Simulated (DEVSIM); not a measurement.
System: p-channel Si planar bulk MOSFET with Al2O3, at 300 K.

```yaml
gate_length: 40 nm
source_drain_length: 32 nm
dielectric_thickness: 2 nm
lateral_straggle: 3.1 nm
underlap: 0 nm
junction_depth: 9 nm
substrate_depth: 137 nm
gate_work_function: 4.98 eV
source_and_drain_doping: 1.4e20 cm⁻³, Gaussian tails under the gate
body_doping: 2.2e18 cm⁻³
lifetime: 4e-7 s
supply: 1 V
halo_peak: 4.5e18 cm⁻³
```

All mobilities are scaled by 0.5; velocity saturation, μ/(1 + (μE/vsat)^b)^(1/b) with b = 2 for electrons and 1 for holes and E the electric field along each mesh edge, is on. Mobility is constant in doping.

Constants are typed, rounded textbook-type inputs, not results; the design itself was drawn at random and stands for no fabricated device. Values at 300 K.

Si: gap (eV) 1.124, affinity (eV) 4.05, permittivity 11.7, Nc (cm⁻³) 2.86e19, Nv (cm⁻³) 3.1e19, μn (cm²/Vs) 1417, μp (cm²/Vs) 470, vsat,n (cm/s) 1e7, vsat,p (cm/s) 8.4e6. Al2O3: gap (eV) 6.8, affinity (eV) 1.35, permittivity 9.

DEVSIM, 2D drift-diffusion, Boltzmann statistics, complete ionisation; no quantum confinement, tunnelling, impact ionisation, self-heating, contact resistance or fringe fields beside the gate. Metal contacts follow the ideal Schottky-Mott rule: no Fermi-level pinning, no interface dipoles.

Transfer curves, |Id| in μA/μm:

| Vg (V) | Vd = -0.05 V | Vd = -1 V |
|---|---|---|
| 0.2 | 2.903e-7 | 1.017e-6 |
| 0.15 | 1.410e-6 | 4.940e-6 |
| 0.1 | 6.892e-6 | 2.412e-5 |
| 0.05 | 3.375e-5 | 0.0001179 |
| 0 | 0.0001653 | 0.0005774 |
| -0.05 | 0.0008087 | 0.002829 |
| -0.1 | 0.003949 | 0.01385 |
| -0.15 | 0.01922 | 0.06757 |
| -0.2 | 0.09276 | 0.3258 |
| -0.25 | 0.4390 | 1.523 |
| -0.3 | 1.968 | 6.535 |
| -0.35 | 7.624 | 22.41 |
| -0.4 | 22.22 | 56.70 |
| -0.45 | 46.68 | 110.0 |
| -0.5 | 77.48 | 176.6 |
| -0.55 | 111.3 | 253.9 |
| -0.6 | 146.1 | 338.1 |
| -0.65 | 181.1 | 428.2 |
| -0.7 | 215.8 | 522.9 |
| -0.75 | 249.5 | 621.2 |
| -0.8 | 282.4 | 722.4 |
| -0.85 | 314.4 | 826.5 |
| -0.9 | 345.3 | 932.4 |
| -0.95 | 375.0 | 1040 |
| -1 | 403.6 | 1149 |

Question: Work out the subthreshold swing at low drain bias from the rows at 0.05 and 0 V, and compare it with the thermal limit.

Answer: log10(0.0001653/3.375e-5) = 0.690 over 50.0 mV, so S = 72.5 mV/decade. The limit kT/q ln 10 is 59.5 mV/decade; the ratio is 1.22. This is the steepest step of the table.

Question: Find both thresholds at the constant current 0.1 μA × (1 μm/L) a micrometre, and the DIBL.

Answer: The current is 2.50 μA/μm. Interpolating ln Id gives -0.309 V and -0.267 V; their difference over the 0.95 V of drain bias is 44 mV/V.

Source and drain are degenerate, where Boltzmann statistics are only rough. The electric field that drives the saturation includes the junctions' built-in field, which lowers the mobility there even at small currents: subthreshold currents come out too low, a known weakness of this choice.
